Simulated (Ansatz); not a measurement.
Start from LiF in the rock salt structure (space group Fm-3m, No. 225; a = 4.068 Å). Axes: x, y, z lie along the cube axes.

All numbers come from Ansatz (an electronic-structure program), PBE, PAW, cutoff 420 eV, no spin-orbit coupling.

One thing is altered: the cell is scaled by 0.9950 in all directions; the atoms relax in the strained cell.

**Question.** Predict the stress tensor and what it implies for the stiffness.

**Answer.** Stress of the strained cell less that of the base (GPa, compression positive):
```
   1.04    0.00    0.00
   0.00    1.04    0.00
   0.00    0.00    1.04
```

Then B = −ΔP/(ΔV/V₀) with ΔV/V₀ = -0.0149 gives secant stiffness values (nonlinear terms included at this strain): B ≈ 70 GPa.

No phonon test of stability was made.
